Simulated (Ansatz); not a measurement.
Cells marked so need not be the phases stable at ambient conditions, and some may be hypothetical.

By PBEsol, each system below comes out a metal.

G/A = (e²/h) × open channels of both spins per area, as a mean over 0.1 eV about the Fermi level, without spin-orbit coupling, for the cells as given.

A. Ir (P6_3/mmc, hcp (Mg type), not sure to be the ambient phase, 2 atoms a cell, 14.6 Å³ an atom, -12 GPa at this level), current normal to (100)
B. LiPb (Pm-3m, CsCl type, not sure to be the ambient phase, 2 atoms a cell, 21.9 Å³ an atom), current normal to (111)
C. YS (Fm-3m, rock salt, not sure to be the ambient phase, 2 atoms a cell, 21.1 Å³ an atom, -3 GPa at this level), current normal to (111)
D. GaNi2 (P6_3/mmc, not sure to be the ambient phase, 6 atoms a cell, 11.4 Å³ an atom), current normal to (001)
E. YAu (Pm-3m, CsCl type, not sure to be the ambient phase, 2 atoms a cell, 23.1 Å³ an atom, -3 GPa at this level), current normal to (110)

### Question
Put the candidates in order of ballistic conductance per area, lowest first, for Ansatz (a first-principles code) with PBEsol.

### Answer
D (0.45 × 10¹⁵ S/m²), E (0.62 × 10¹⁵ S/m²), C (0.79 × 10¹⁵ S/m²), B (0.98 × 10¹⁵ S/m²), A (1.5 × 10¹⁵ S/m²)
